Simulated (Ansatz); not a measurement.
Functionals compared on the (11-21) surface of hcp Ru in its 1x1 cell, outermost plane spacing 0.65 Å in the ideal cut, in Ansatz (plane waves, PAW). The structure was relaxed with PBE; the other rows are single points on it, each with its references at the same level. Cutoff 420 eV (500 eV for r2SCAN).

Set-up: 17 atoms, 10.4 Å thick at the start (thin: gaps and levels are the slab's own); mesh 9x8x1; 0.1 eV smearing; dipole correction on; all atoms relaxed; held to the start's symmetry, so lower structures may exist; no spin, no spin-orbit, no U. These notes are the PBE run's.

| functional | surface energy (J/m²) | work function of the top face (eV) | rough cost of the single point |
|---|---|---|---|
| PBE | 3.32 | 4.38 | – |
| LDA | 3.99 | 4.74 | roughly 3 core-minutes |
| PBEsol | 3.80 | 4.49 | about 3 core-minutes (a rough figure) |
| RPBE | 3.05 | 4.22 | about 3 core-minutes (a rough figure) |
| r2SCAN | … | … | about 7 core-minutes (a rough figure) |

Q: Fill in the missing entries.

A: 
- r2SCAN, surface energy (J/m²): 3.57
- r2SCAN, work function of the top face (eV): 4.37

Ansatz is an electronic-structure program.
